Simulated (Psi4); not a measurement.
Psi4 1.11, BP86/def2-svpd: Zn(Me)2 ([CH3][Zn][CH3]), 9 atoms. The geometry is a generated start, not checked to be a minimum at this level.

| Property | Result |
|---|---|
| task | energy |
| method | bp86 |
| basis | def2-svpd |
| memory | 3 GB |
| maxiter | 100 |
| keys of the molecule block | symmetry c1 |
| scf_type | df (default) |
| guess | auto, which took SAD (default) |
| scf_initial_accelerator | adiis (default) |
| e_convergence | 1e-06 (default) |
| d_convergence | 1e-06 (default) |
| dft_radial_points | 75 (default) |
| dft_spherical_points | 302 (default) |
| basis functions | 122 |
| grid points | 195929 |

```xyz
9

Zn     0.0085     0.0014     0.0101
C      1.5739     0.2212    -1.2822
H      2.2780    -0.6034    -1.2118
H      2.1316     1.1343    -1.0909
H      1.2356     0.2646    -2.3142
C     -1.5722    -0.2219     1.2847
H     -2.1295    -1.1316     1.0779
H     -2.2720     0.6063     1.2038
H     -1.2540    -0.2708     2.3226
```

Charge 0 and multiplicity 1 are set for this test and not shown to be the ground state.

One run each on 2 threads. Values of diis_max_vecs tried: 3, 6, 10 (default), 20.

**Question.** Which value of diis_max_vecs needs the fewest SCF iterations, and what happens away from it?

**Answer.** Fewest SCF iterations, within one of each other: 6 with 10, 10 (default) with 10, 20 with 10. The count rises to 16 at 3. All converge to one solution.

```csv
diis_max_vecs,SCF iterations,end
3,16,same solution
6,10,same solution
10 (default),10,same solution
20,10,same solution
```
